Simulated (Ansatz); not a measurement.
Consider TiAl (space group P4/mmm, No. 123; a = 2.824 Å, c = 4.071 Å).

(Cell as relaxed with PBE.)

Levels (all Ansatz, an electronic-structure program, PAW, earlier PAW set): PBE (420 eV, no spin-orbit coupling); r2SCAN (500 eV, no SOC).

Each level relaxes its own structure.

```json
[
 {"base": "volume per atom", "PBE": "16.23 Å³", "r2SCAN": "16.06 Å³"},
 {"base": "lattice parameter a", "PBE": "2.824 Å", "r2SCAN": "2.813 Å"},
 {"base": "band gap", "PBE": "zero", "r2SCAN": "zero"}
]
```

Perturbation: cell and atoms relaxed at a pressure of 9 GPa.

```csv
quantity,PBE,r2SCAN
shortest interatomic distance,2.760 Å,…
c/a ratio,1.441,…
```

Task: What does r2SCAN give?

Result: 
- shortest interatomic distance, r2SCAN: 2.753 Å
- c/a ratio, r2SCAN: 1.442

PBE's shortest interatomic distance lies 0.0076 Å above r2SCAN's (0.3 %). Neither level is exact; r2SCAN is the comparison here, not a measurement.

Load acts through the strain it causes; cell and atoms are relaxed under it. Stability against distortions was not tested. Competing high-pressure phases were not computed. All final runs are without spin polarisation.
